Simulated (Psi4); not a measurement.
Psi4 1.11, HF/def2-svp: W(O)(NMe)(Me)(OSiH3) (C[N]=[W]([CH3])(=[O])[O][SiH3]), 16 atoms. The geometry is a generated start, not checked to be a minimum at this level.

```json
{
  "task": "energy",
  "method": "scf",
  "basis": "def2-svp",
  "memory": "3 GB",
  "maxiter": "100",
  "keys_of_the_molecule_block": "symmetry c1",
  "scf_type": "df (default)",
  "guess": "auto, which took SAD (default)",
  "scf_initial_accelerator": "adiis (default)",
  "e_convergence": "1e-06 (default)",
  "d_convergence": "1e-06 (default)",
  "effective_core_potentials": "those of the basis set, past Kr",
  "basis_functions": "165"
}
```

```xyz
16

W      0.3009    -0.0159     0.6822
O      1.1712    -0.3393     2.0942
N     -0.8314    -1.3286     0.2283
C     -1.5312    -2.5724     0.2843
H     -0.9458    -3.3224     0.8405
H     -2.4937    -2.4451     0.7954
H     -1.7359    -2.9669    -0.7219
C     -1.0764     1.5980     1.3084
H     -1.6374     1.3777     2.2316
H     -1.8345     1.8591     0.5462
H     -0.5047     2.5205     1.5165
O      1.2685     0.6906    -0.8086
Si     2.2604     1.1364    -2.0037
H      1.6749     0.6851    -3.2737
H      3.5745     0.5169    -1.7624
H      2.3407     2.6062    -1.9574
```

Charge 0 and multiplicity 1 are set for this test and not shown to be the ground state.

One run each on 2 threads. Values of diis_max_vecs tried: 3, 6, 10 (default), 20.

Problem. How does the count of SCF iterations change with diis_max_vecs, and where is it least?

Solution. Fewest SCF iterations, within one of each other: 6 with 13, 10 (default) with 13, 20 with 13. The count rises to 21 at 3. All converge to one solution.

```
diis_max_vecs  SCF iterations            end
-------------  --------------  -------------
3                          21  same solution
6                          13  same solution
10 (default)               13  same solution
20                         13  same solution
```
